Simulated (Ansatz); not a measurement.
## How the smallest direct gap on the k points sampled of SnO2 (model structure, from the tetragonal ZrO2 type, P4₂/nmc, No. 137) moves with the method

No measured value is used here.

| level (code) | value (eV) |
|---|---|
| LDA (Ansatz) | ? |
| PBE+SOC (Ansatz) | 1.12 |
| r²SCAN+SOC (Ansatz) | 1.71 |
| HSE06+SOC (Ansatz) | 2.67 |
| PBE0 (Ansatz) | 3.36 |

Problem. Complete the blanks.

Solution. 
- LDA (Ansatz, a program for electronic structure), value (eV): 1.00

Computed values are for a static lattice. Levels without +SOC have no spin–orbit coupling; where heavier elements are present it shifts gaps, mostly down, and can invert bands.  Values are at the PBEsol cell. Cutoffs and k meshes differ between the levels. Ansatz's density-functional and Hartree–Fock values are scalar-relativistic unless marked +SOC, with PAW data made under PBE.

A model structure was made by putting elements into a prototype or built by hand; it is no filed structure, need not be a known phase, and can be a saddle point held by its symmetry.
